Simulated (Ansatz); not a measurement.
Worked example: self-consistent single point of CoSi2 (I4mm, 3 atoms in the cell) in Ansatz (a program for electronic structure).

Method: PBEsol, default PAW files made with PBE (plane waves; Ansatz).

```
CELL_PARAMETERS angstrom
      0.00000     2.67196     2.67196
      2.67196     0.00000     2.67196
      2.67196     2.67196     0.00000
ATOMIC_POSITIONS crystal
  Co 0.00936 0.00936 0.99064
  Si 0.25000 0.25000 0.25000
  Si 0.75000 0.75000 0.75000
```

Reference input (self-consistent single point, DFT, PBEsol, plane waves, default PAW files made with PBE): basis.ecutwfc = 420 eV; kpoints.mp_grid.grid = 11 11 11; hamiltonian.xc = pbesol; hamiltonian.pseudopotentials = {kind: paw} (the program's default PAW files); scf.occupations.method = fermi_dirac; scf.occupations.width = 0.1 eV. This run's input differs from it in these lines:

Ansatz 0.2 input:
```diff
@@ -14,3 +14,3 @@
   mp_grid:
-    grid: [11, 11, 11]
+    grid: [9, 9, 9]
 hamiltonian:
```

The program printed (abridged):

```
SCF iter   1: F=—  HF=-6337.721161 eV  |F-HF|=—  |Δ(HF+E_count)|=         —  Δρ=1.76e-2  dr2=8.22e-2  ethr=1.77e-3  ⟨swp⟩=5.1  Hψ=6550  notcnv=0
all-band conjugate gradients solve this SCF's bands
preconditioner: auto → Kerker (q_TF=auto, 2.543 Å⁻¹)
SCF iter   2: F=—  HF=-6337.714032 eV  |F-HF|=—  |Δ(HF+E_count)|=   7.13e-3  Δρ=5.73e-3  dr2=1.18e-2  ethr=3.29e-4  ⟨swp⟩=2.0  Hψ=2074  notcnv=0
   [... lines left out ...]
SCF iter   5: F=—  HF=-6337.713209 eV  |F-HF|=—  |Δ(HF+E_count)|=   8.82e-6  Δρ=8.58e-5  dr2=3.42e-6  ethr=4.11e-7  ⟨swp⟩=2.2  Hψ=1597  notcnv=0
SCF iter   6: F=—  HF=-6337.713203 eV  |F-HF|=—  |Δ(HF+E_count)|=   5.76e-6  Δρ=7.87e-5  dr2=1.19e-6  ethr=1.37e-8  ⟨swp⟩=2.0  Hψ=2208  notcnv=0
SCF iter   7: F=—  HF=-6337.713203 eV  |F-HF|=—  |Δ(HF+E_count)|=   1.28e-7  Δρ=1.94e-5  dr2=1.07e-7  ethr=4.74e-9  ⟨swp⟩=2.4  Hψ=1851  notcnv=0
SCF iter   8: F=-6337.713203 eV  HF=-6337.713203 eV  |F-HF|=3.48e-9  |Δ(HF+E_count)|=   7.71e-9  Δρ=4.23e-6  dr2=4.82e-9  ethr=4.00e-10  ⟨swp⟩=4.0  Hψ=3876  notcnv=0
SCF 1 converged in 8 iterations: F = -6337.713203 eV  dr2 = 4.82e-9
Free energy (F): -6337.713203 eV
Internal energy: -6337.676162 eV  (E = F + TS)
E sigma→0 (E₀):  -6337.694683 eV
Entropy (-TS):   -0.037041 eV (-12.347 meV/atom)
Fermi energy:    12.885984 eV
--- Forces (eV/Å), atoms counted from 1 ---
  atom   1  Co     0.00000000     0.00000000    -0.57820447
  atom   2  Si    -0.00000000    -0.00000000     0.28910025
  atom   3  Si    -0.00000000     0.00000000     0.28910025
--- Stress (GPa, compression-positive) ---
       -2.966380       0.000000       0.000000
        0.000000      -2.966380       0.000000
        0.000000       0.000000      -3.075327
  P = ⅓ Tr σ = -3.0027 GPa (-30.027 kbar)
  The stress holds the Pulay correction. Without it, at fixed plane waves, as pw.x and ABINIT print it: P = -3.0822 GPa
```

The run converged in 8 iterations. Against the reference run the free energy goes up by 1.3 meV/atom, the pressure moves little (-3.07 to -3.00 GPa) and the largest force moves little (0.580 to 0.578 eV/Å).

The starting cell has typed, rounded lattice constants, without a prior relaxation at this level. Its lattice was rescaled by up to half a per cent. One atom was moved a little off its site on purpose. Spin polarisation is off. With a pressure of about -3 GPa the cell is away from its equilibrium volume at this level. Ansatz's pressure includes its estimate of the finite-basis (Pulay) stress.
